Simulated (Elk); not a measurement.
A self-consistent single point of PdAu₃ (Pm-3m, 4 atoms in the cell) with Elk.

Method: LDA (PW92), all-electron FP-LAPW, Elk's shipped species files, APW+lo basis with extra local orbitals run with Elk.

```xyz
4
Lattice="4.0711 0.0000 0.0000 0.0000 4.0711 0.0000 0.0000 0.0000 4.0711" Properties=species:S:1:pos:R:3 pbc="T T T"
Pd     0.0000     0.0000     0.0000
Au     0.0000     2.0355     2.0355
Au     2.0355     0.0000     2.0355
Au     2.0355     2.0355     0.0000
```

Reference input (self-consistent single point, DFT, PBEsol, all-electron FP-LAPW, Elk's shipped species files, APW+lo basis with extra local orbitals): xctype = 22; rgkmax = 8; stype = 0; swidth = 0.00999582 Ha; ngridk = 11 11 11; tforce = true; gmaxvr = 18 1/bohr; lmaxapw = 10; lmaxo = 8; nxlo = 2; lorbcnd = true; lradstp = 2. This run's input differs from it in these lines:

```diff
@@ -2,5 +2,2 @@
   0
-
-xctype
-  22
```

Output, abridged:

```
│ Self-consistent loop started │
│ Loop number : 1 │
 total energy                :     -62162.4615430
│ Loop number : 2 │
 total energy                :     -62171.4666320
RMS change in Kohn-Sham potential (target) :   0.2036813499     (  0.1000000000E-05)
Absolute change in total energy (target)   :    9.005088955     (  0.1000000000E-03)
│ Loop number : 3 │
 total energy                :     -62222.9569991
RMS change in Kohn-Sham potential (target) :   0.2741217321     (  0.1000000000E-05)
Absolute change in total energy (target)   :    53.74163942     (  0.1000000000E-03)
│ Loop number : 4 │
   [... lines left out ...]
Absolute change in total energy (target)   :   0.9708251528E-03 (  0.1000000000E-03)
│ Loop number : 23 │
 total energy                :     -62154.5397446
RMS change in Kohn-Sham potential (target) :   0.2171409854E-06 (  0.1000000000E-05)
Absolute change in total energy (target)   :   0.3301175020E-03 (  0.1000000000E-03)
│ Loop number : 24 │
 total energy                :     -62154.5397672
RMS change in Kohn-Sham potential (target) :   0.5289046763E-07 (  0.1000000000E-05)
Absolute change in total energy (target)   :   0.5996783148E-04 (  0.1000000000E-03)
Convergence targets achieved

│ Loop number : 25 │

Energies :
 Fermi                       :     0.295925164548
 total energy                :     -62154.5397634

Density of states at Fermi energy :    40.99731147
 (states/Hartree/unit cell)

Estimated indirect band gap :   0.3085483851E-02
 from k-point      3 to k-point     54
Estimated direct band gap   :   0.1259563456E-01
 at k-point     21

Charges :
 core                        :    172.0000000
 valence                     :    111.0000000
 interstitial                :    3.796872916
 muffin-tins (core leakage)
  species :    1 (Pd)
   atom    1                 :    45.08486592     (  0.3849596197E-08)
  species :    2 (Au)
   atom    1                 :    78.03942039     (  0.1730993233E-03)
   atom    2                 :    78.03942039     (  0.1730993233E-03)
   [... lines left out ...]
   total force               :    -0.00000000   -0.00000000    0.00000000
   total magnitude           :     0.00000000
  atom :    3
   Hellmann-Feynman          :    -0.00000000   -0.00000000    0.00000000
   IBS                       :     0.00000000    0.00000000    0.00000000
   total force               :    -0.00000000    0.00000000    0.00000000
   total magnitude           :     0.00000000
```

The run converged in 25 iterations. The count includes the last loop, which Elk runs after its targets are met. 

The starting cell comes from a database of computed structures (which also holds hypothetical and non-ambient phases and stackings), without a prior relaxation at this level. Spin-orbit coupling is off. Spin polarisation is off. Values depend on the basis (sphere radii, cutoffs, local orbitals), which need not be converged. The log's line on a gap gives a spacing of levels on this mesh, which the program prints for metals too.

Cost on one core of a shared machine: roughly 8 min.
